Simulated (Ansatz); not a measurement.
## What isotropic strain −1.00 % does to LiF

Base system: LiF in the rock salt structure (space group Fm-3m, No. 225; a = 4.068 Å).

Perturbation: the cell is scaled by 0.9900 in all directions, atoms relaxed at fixed cell.

Level of theory: plane-wave PAW DFT at the PBE level (Ansatz, an electronic-structure program, 420 eV), no spin-orbit coupling. k-mesh 14×14×14 (Γ-centred); smearing 0.05 eV (Fermi–Dirac).

```json
[
 {"quantity": "volume per atom", "base": "8.42 Å³", "changed": "8.17 Å³", "shift": "-0.25 Å³"},
 {"quantity": "space group", "base": "Fm-3m (No. 225)", "changed": "Fm-3m (No. 225)", "shift": "–"},
 {"quantity": "energy relative to the base (free energy F)", "base": "0 meV/atom", "changed": "+1.6 meV/atom", "shift": "+1.6 meV/atom"},
 {"quantity": "pressure", "base": "0.00 GPa", "changed": "2.16 GPa", "shift": "+2.16 GPa"},
 {"quantity": "band gap", "base": "8.83 eV", "changed": "9.09 eV", "shift": "+0.26 eV"},
 {"quantity": "gap character", "base": "direct at Γ", "changed": "direct at Γ", "shift": "–"},
 {"quantity": "mean gap deformation potential ΔEg/Δln V", "base": "–", "changed": "-8.7 eV", "shift": "–"},
 {"quantity": "width of the top valence band", "base": "0.95 eV", "changed": "1.00 eV", "shift": "+0.044 eV"},
 {"quantity": "electron mass", "base": "0.86 mₑ (at Γ)", "changed": "0.88 mₑ (at Γ)", "shift": "–"}
]
```

Final structure:

```
LiF
1.0
    0.00000     2.01367     2.01367
    2.01367     0.00000     2.01367
    2.01367     2.01367     0.00000
Li F
1 1
Direct
  0.00000   0.00000   0.00000
  0.50000   0.50000   0.50000
```

Cost of the whole job for the changed cell (relaxation, final SCF and bands): very roughly 5 core-seconds.

Masses are band curvatures over ±0.01 Å⁻¹ around the edge. No phonon test of stability was made.
